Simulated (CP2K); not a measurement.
Input and output of a self-consistent single point for Nb₆SnGe (P1, 8 atoms in the cell) (CP2K).

Method of the run: CP2K with PBEsol, GPW, DZVP-MOLOPT-SR-GTH basis, GTH-PBE potentials (GTH_POTENTIALS).

The change in words: atoms moved at random. Reference geometry:
```
Nb6SnGe
1.0
    5.25768     0.00000     0.00000
    0.00000     5.25768     0.00000
    0.00000     0.00000     5.25768
Nb Sn Ge
6 1 1
Direct
  0.00000   0.50000   0.74219
  0.00000   0.50000   0.25781
  0.74219   0.00000   0.50000
  0.25781   0.00000   0.50000
  0.50000   0.74219   0.00000
  0.50000   0.25781   0.00000
  0.00000   0.00000   0.00000
  0.50000   0.50000   0.50000
```

Reference input (self-consistent single point, DFT PBEsol, GPW, DZVP-MOLOPT-SR-GTH basis, GTH-PBE potentials (GTH_POTENTIALS)): CUTOFF = 500 Ry; REL_CUTOFF = 50 Ry; SMEAR/METHOD = GAUSSIAN; SIGMA = 0.1 eV; KPOINTS/SCHEME = MONKHORST-PACK 4 4 4; GAMMA_CENTERED = T; XC_FUNCTIONAL = PBE:PBESOL; Nb/BASIS_SET = DZVP-MOLOPT-SR-GTH-q13; Nb/POTENTIAL = GTH-PBE-q13; Sn/BASIS_SET = DZVP-MOLOPT-SR-GTH-q4; Sn/POTENTIAL = GTH-PBE-q4; Ge/BASIS_SET = DZVP-MOLOPT-SR-GTH-q4. This run's input differs from it in these lines:

```diff
@@ -73,10 +73,10 @@
     &COORD
-      Nb       0.00000000     2.62884000     3.90219752
-      Nb       0.00000000     2.62884000     1.35548248
-      Nb       3.90219752     0.00000000     2.62884000
-      Nb       1.35548248     0.00000000     2.62884000
-      Nb       2.62884000     3.90219752     0.00000000
-      Nb       2.62884000     1.35548248     0.00000000
-      Sn       0.00000000     0.00000000     0.00000000
-      Ge       2.62884000     2.62884000     2.62884000
+      Nb      -0.01165102     2.67392461     3.95380691
+      Nb       0.07140981     2.61113213     1.35907348
+      Nb       3.87607211    -0.00824930     2.67486573
+      Nb       1.32548742    -0.03310761     2.62216800
+      Nb       2.64968670     3.91967931     0.01785508
+      Nb       2.49661461     1.37202314    -0.06547389
+      Sn       0.02873322     0.06714057    -0.02629892
+      Ge       2.70784190     2.54165189     2.60820361
     &END COORD
```

Log, with long lists cut:

```
 SCF WAVEFUNCTION OPTIMIZATION

  Step     Update method      Time    Convergence         Total energy    Change
     1 NoMix/Diag. 0.30E+00      -     0.85540425      -351.4160794556 -3.51E+02
     2 Broy./Diag. 0.30E+00      -     0.08194614      -357.9460427979 -6.53E+00
     3 Broy./Diag. 0.30E+00      -     0.11406419      -352.8684392295  5.08E+00
     4 Broy./Diag. 0.30E+00      -     0.03276206      -349.6716041473  3.20E+00
     5 Broy./Diag. 0.30E+00      -     0.01033191      -349.7373754322 -6.58E-02
     6 Broy./Diag. 0.30E+00      -     0.00391197      -349.6156517424  1.22E-01
   [... 6 lines left out ...]
    13 Broy./Diag. 0.30E+00      -     0.00000081      -349.6611854515  2.12E-07
    14 Broy./Diag. 0.30E+00      -     0.00000016      -349.6611874109 -1.96E-06
    15 Broy./Diag. 0.30E+00      -     0.00000011      -349.6611887222 -1.31E-06
    16 Broy./Diag. 0.30E+00      -     0.00000001      -349.6611886863  3.59E-08
  *** SCF run converged in    16 steps ***

  Overlap energy of the core charge distribution:               0.00000000007614
  Self energy of the core charge distribution:               -637.65376332746564
  Core Hamiltonian energy:                                    143.76244174958288
  Hartree energy:                                             187.40886470236811
  Exchange-correlation energy:                                -43.17704313635144
  Smearing free energy correction:                             -0.00168867451738
  Fermi energy:                                                 0.45931355365320

  Total energy:                                              -349.66118868629331
  Total energy (extrapolated to sigma->0):                   -349.66034434903463

   [... lines left out ...]

 STRESS| Analytical stress tensor [bar]
 STRESS|                        x                   y                   z
 STRESS|      x       -4.00683794010E+04   9.41751388979E+03   4.42342773618E+03
 STRESS|      y        9.41751388979E+03  -3.59029015115E+04   7.47539208652E+02
 STRESS|      z        4.42342773618E+03   7.47539208652E+02  -4.54618806520E+04
 STRESS| 1/3 Trace                                            -4.04777205215E+04
```

The run converged in 16 iterations. Against the reference run the free energy rises by 26.5 meV/atom, the pressure goes from -4.89 to -4.05 GPa and the largest force goes from 0.152 to 1.321 eV/Å.

The starting cell comes from a database of computed structures (which also holds hypothetical and non-ambient phases and stackings), without a prior relaxation at this level. For this run, on top of that: atoms moved at random. Spin polarisation is off. Values carry the incompleteness of an atom-centred basis. The potentials were made for another functional than the one used. With a pressure of about -4 GPa the cell is away from its equilibrium volume at this level. Forces in this geometry exceed 1 eV/Å.

Cost on one core of a shared machine: roughly 80 s.
